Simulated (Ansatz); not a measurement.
The reference is Pt in the fcc (Cu type) structure (space group Fm-3m, No. 225; a = 3.942 Å; relaxed with 0.1 eV smearing).

The values are results of r2SCAN in Ansatz (plane waves to 500 eV, PAW, no SOC), not measurements.

Base values:

| Property | Result |
|---|---|
| Pressure | 0.0 GPa |
| Band gap | zero |

Now apply this change: every lattice vector is stretched by 2.00 %; the atoms relax in the strained cell.

Predict the new energy relative to the base.

The energy rises by 42 meV/atom.

What does the calculation give for the pressure after the change?

The pressure goes from zero to -13.6 GPa.

Estimate the effect on the band gap.

The band gap remains zero.

Stability against distortions was not tested. All final runs are without spin polarisation. Pt lies near a magnetic instability that expansion can trigger; it was not tested.

Ansatz is an electronic-structure program.
